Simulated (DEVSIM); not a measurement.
# Schottky contact on n-type Si

Device: Schottky contact on n-type Si, at 300 K.

```tsv
layer (left to right)	material	thickness (μm)	Nd (cm⁻³)	τn (s)	τp (s)
1	Si	0.570	3.8e15	4.3e-7	4.3e-7
```

Left contact: Schottky, work function 5.07 eV, emission velocity 3.9e6 cm/s. Right contact: ohmic. Voltage is applied to the left contact. Recombination: SRH at mid-gap, radiative. Mobility is constant in doping.

Constants are typed, rounded textbook-type inputs, not results; the design itself was drawn at random and stands for no fabricated device. Values at 300 K.

```tsv
parameter	Si
gap (eV)	1.124
affinity (eV)	4.05
permittivity	11.7
Nc (cm⁻³)	2.86e19
Nv (cm⁻³)	3.1e19
μn (cm²/Vs)	1417
μp (cm²/Vs)	470
B (cm³/s)	4.7e-15
```

DEVSIM, 1D drift-diffusion, Boltzmann statistics, complete ionisation; no tunnelling, impact ionisation, image-force lowering or self-heating. Metal contacts follow the ideal Schottky-Mott rule: no Fermi-level pinning, no interface dipoles.

The potential step across the device at zero bias comes out as 0.789 V. The largest field in the device at zero bias is 69000 V/cm, the dark forward voltage at 1 A/cm² is 0.518 V and the dark forward voltage at 100 A/cm² comes out as 0.651 V.

Dark reverse current:

```json
[
 {"V (V)": "-0.10", "J (A/cm²)": "-2.1e-8"},
 {"V (V)": "-0.25", "J (A/cm²)": "-3.7e-8"},
 {"V (V)": "-0.50", "J (A/cm²)": "-6.0e-8"},
 {"V (V)": "-0.75", "J (A/cm²)": "-8.1e-8"},
 {"V (V)": "-1.00", "J (A/cm²)": "-9.9e-8"},
 {"V (V)": "-1.50", "J (A/cm²)": "-1.3e-7"},
 {"V (V)": "-2.00", "J (A/cm²)": "-1.6e-7"},
 {"V (V)": "-2.50", "J (A/cm²)": "-1.8e-7"},
 {"V (V)": "-3.25", "J (A/cm²)": "-2.2e-7"},
 {"V (V)": "-4.00", "J (A/cm²)": "-2.5e-7"},
 {"V (V)": "-5.00", "J (A/cm²)": "-3.0e-7"}
]
```

Dark forward current:

| V (V) | J (A/cm²) |
|---|---|
| 0.05 | 5.0e-8 |
| 0.10 | 2.9e-7 |
| 0.15 | 1.6e-6 |
| 0.20 | 9.6e-6 |
| 0.25 | 5.8e-5 |
| 0.30 | 0.00035 |
| 0.35 | 0.0022 |
| 0.40 | 0.014 |
| 0.45 | 0.084 |
| 0.50 | 0.52 |
| 0.55 | 3.2 |
| 0.60 | 18 |
| 0.65 | 96 |
| 0.70 | 410 |
| 0.75 | 1400 |
| 0.80 | 4000 |
